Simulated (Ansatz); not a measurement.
An Ansatz (a first-principles code) input (Ansatz, r2SCAN, PAW, cutoff 500 eV, no spin-orbit coupling, earlier PAW set):

Ansatz 0.2 input:
```yaml
crystal:
  lattice:
    - [3.0754764697, 0, 0]
    - [-1.5377382348, 2.6634407515, 0]
    - [0, 0, 5.1864200621]
  atoms:
    - { symbol: Si, position: [0.6666666667, 0.3333333333, 0.0004971319] }
    - { symbol: Si, position: [0.3333333333, 0.6666666667, 0.5004971319] }
    - { symbol: C, position: [0.6666666667, 0.3333333333, 0.6247028681] }
    - { symbol: C, position: [0.3333333333, 0.6666666667, 0.1247028681] }
basis: { ecutwfc: 500, ecutrho_ratio: 4, xc_grid: 4, fft_grid_basis: typed }
kpoints: { mp_grid: { grid: [12, 12, 7] } }
hamiltonian:
  xc: r2scan
  dispersion: none
  pseudopotentials: { azcp: { folder: ./paw }, kind: paw }
scf: { occupations: { method: fermi_dirac, width: 0.05 }, convergence: { dr2_threshold: 0.0000000004 } }
relax: { f_tol: 0.005, max_steps: 50 }
output: { forces: true, stress: true }
checkpoint: { write: state.ck, write_every: 1000 }
```

Question: Which symmetry and how many k-points will the program report, and about how many plane waves at Γ?

Answer: Space group P63mc (ITA 186) with 12 operations, k-points 76 of 1008, and 1099 plane waves at Γ.

Question: And the final pressure?

Answer: -5.63 GPa (compression positive).

The cells carry an imposed strain or load. Whether these cells are dynamically stable was not tested. The cell was made from SiC in the wurtzite structure (space group P6_3mc, No. 186) by this change: uniaxial strain ε_zz = +2.73 %.
